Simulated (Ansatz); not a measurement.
Start from Hf in the hcp (Mg type) structure (space group P6_3/mmc, No. 194; a = 3.159 Å, c = 5.000 Å). Axes: x lies along a and z along c of the hexagonal cell.

The values are results of PBEsol, PAW, 420 eV (Ansatz, a quantum-chemistry and plane-wave program; scalar-relativistic without spin-orbit coupling), not measurements.

For the base:

```
Property            Value
---------------  --------
Volume per atom  21.61 Å³
```

Now apply this change: tensile biaxial strain of 4.07 % in the plane normal to [001], as in epitaxy on a mismatched substrate; the out-of-plane cell vector and the atoms relax.

Problem. What does the calculation give for the volume per atom after the change?

Solution. The volume per atom grows by 1.148 Å³ to 22.75 Å³.

Without a gap, meshes like the base's 17×17×9 leave anisotropic stresses uncertain by several tenths of a GPa, and small strain energies with them. Whether these cells are dynamically stable was not tested. All final runs are without spin polarisation.
